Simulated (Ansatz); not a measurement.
An armchair WSe2 nanoribbon, N = 10, bare edges, relaxed period 5.723 Å, atoms relaxed at each strain.

```csv
strain,energy (meV a period),axial force (nN)
-0.015,+63.4,-2.39
+0.015,+61.2,+2.25
```

Computed with PBE (plane waves to 420 eV, PAW; Ansatz, a program for electronic structure). Mesh 1×1×6. No spin polarisation, so a magnetic state wasn't tested. One-dimensional cell, images about 11 Å apart. A hypothetical model, cut from the flat sheet. Only distortions within the start's symmetry and period were free. Values not marked SOC lack spin–orbit coupling. Buckling under compression is shut out by symmetry and the short period. Energies are free energies at a Fermi–Dirac width of 0.02 eV, from the unstrained cell.

Question: Work out the axial stiffness dF/dε in two ways.

Answer: From the forces: (+2.25 − (-2.39))/0.030 = 155 nN. From the energies: (E₊ + E₋)/(ε² c) = 0.1246 eV/(0.015² × 5.723 Å) = 96.8 eV/Å = 155 nN. The two agree to within 1 %.
